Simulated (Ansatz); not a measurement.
Consider BeTe in the zinc blende structure (space group F-43m, No. 216; a = 5.604 Å). Axes: x, y, z lie along the cube axes.

Method: DFT with PBEsol, PAW potentials and a 420 eV plane-wave cutoff in Ansatz (an electronic-structure program), no spin-orbit coupling.

The change: biaxial strain −1.00 %, plane normal [001], relaxed out of plane (Cartesian); in-plane vectors clamped, the third vector and the atoms free.

Problem. What happens to the energy relative to the base and ratio −ε⊥/ε∥?

Solution. The energy goes up by 1.5 meV/atom; the ratio −ε⊥/ε∥ amounts to 0.81.

Whether these cells are dynamically stable was not tested.
